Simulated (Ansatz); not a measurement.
Start from GaSb in the zinc blende structure (space group F-43m, No. 216; a = 6.1324 Å). Axes: x, y, z lie along the cube axes.

Level of theory: r2SCAN (Ansatz, a first-principles code, PAW, scalar-relativistic without spin-orbit coupling).

Now apply this change: uniaxial strain ε_zz = +0.50 %, all other strain components held at zero, atoms relaxed at fixed cell.

Q: Predict the stress tensor and what it implies for the stiffness.

A: Stress of the strained cell less that of the base (GPa, compression positive):
```
  -0.18    0.00    0.00
   0.00   -0.18    0.00
   0.00    0.00   -0.43
```

Then −Δσ_ii/ε with ε = 0.0050 gives relaxed-ion elastic constants: C33 ≈ 86 GPa.

Whether these cells are dynamically stable was not tested.
